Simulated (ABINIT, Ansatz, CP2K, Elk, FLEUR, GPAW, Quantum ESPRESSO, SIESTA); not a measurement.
Code comparison for KF (Fm-3m, 2 atoms in the cell)

Self-consistent single point.

```
CELL_PARAMETERS angstrom
      0.00000     2.67500     2.67500
      2.67500     0.00000     2.67500
      2.67500     2.67500     0.00000
ATOMIC_POSITIONS crystal
  K  0.00000 0.00000 0.00000
  F  0.50000 0.50000 0.50000
```

Shared settings, as Ansatz (a first-principles code) writes them: kpoints.mp_grid.grid = 9 9 9; scf.occupations.method = fermi_dirac; scf.occupations.width = 0.01 eV. Potentials and cutoffs stand in the table.

```tsv
code	model	pressure (GPa)	gap on the mesh (eV)	cutoff
Ansatz	LDA (PW92), default PAW files made with PBE	-4.03	5.790	default
Elk	LDA (PW92), all-electron FP-LAPW, Elk's shipped species files, default APW+lo basis	–	5.861	rgkmax 7
SIESTA	LDA PW92, numerical atomic orbitals DZP, PseudoDojo LDA standard norm-conserving potentials (rewritten from UPF to PSML)	-5.85	5.043	grid 350 Ry
FLEUR	LDA (Perdew-Zunger), all-electron FLAPW (FLEUR), scalar-relativistic valence	–	5.925	Kmax 3.8 1/bohr
GPAW	LDA (Perdew-Wang 92), GPAW PAW datasets LDA (gpaw-data 1.0.1)	–	5.785	900 eV
CP2K	LDA (Pade form), GPW, DZVP-MOLOPT-SR-GTH basis, GTH-PADE potentials (GTH_POTENTIALS)	-3.41	5.874	grid 550 Ry
ABINIT	LDA (PW92), PAW (JTH v2.0 LDA PAW)	-3.58	5.776	24 Ha
Quantum ESPRESSO	LDA (PZ), GBRV 1.5 ultrasoft (LDA) pseudopotentials	-4.87	5.774	40 Ry
```

A dash marks a value that a program does not give, or that is left out as unsure.

Gaps are read on the mesh.

The spread over the programs that give each value: pressure within 2.44 GPa; gap on the mesh within 0.882 eV.

SIESTA and CP2K use small atom-centred bases, whose incompleteness enters pressures, forces and empty levels differently from a plane-wave cutoff. Elk and FLEUR treat all electrons, but the usual bases taken here (sphere radii, linearisation, local orbitals, empty states) were not tested for convergence, so the values are no reference for the others. Ansatz's pressure is given at a fixed set of plane waves, as the other plane-wave codes print theirs; with its correction for the finite basis it is -3.59 GPa (the shift of 0.45 GPa shows how far the cutoff is from converged). The pressure of GPAW is left out: its cutoff lies under the one at which its stress was checked. The same LDA comes in different parametrisations, which differ slightly. In the pressure, SIESTA (by 1.82) lies more than 1 GPa from the median of the plane-wave programs. In the gap, SIESTA (by 0.737) and FLEUR (by 0.144) lie more than 0.12 eV from the median of the plane-wave programs.

The starting cell has typed, rounded lattice constants, without a prior relaxation at this level.

Keys are those of Ansatz 0.2.
